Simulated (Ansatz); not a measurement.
TiAl3 (I4/mmm, No. 139)

These are PBEsol (plane waves, PAW; Ansatz, an electronic-structure program) values and carry that method's errors.

Settings: plane-wave cutoff 500 eV, 20×20×20 k mesh, Fermi–Dirac smearing 0.1 eV, no spin polarisation, scalar-relativistic PAW data made under PBE.

Cell: relaxed at this level.

For TiAl3 (I4/mmm, No. 139), the equilibrium volume per atom comes out as 15.57 Å³/atom. The lattice parameter a comes out as 3.818 Å and the lattice parameter c is 8.545 Å. The band gap comes out as zero (no gap).

Measured, for comparison: equilibrium volume per atom 15.93 Å³/atom (temperature not stated, not corrected to a static lattice; as tabulated in P. Norby and A. Norlund Christensen, Acta Chemica Scandinavica A40, 157 (1986)). Computed (rounded) less measured: equilibrium volume per atom -2.3 %.

Static lattice: no zero-point or thermal effects.

It cost very roughly 80 core-seconds of CPU time.
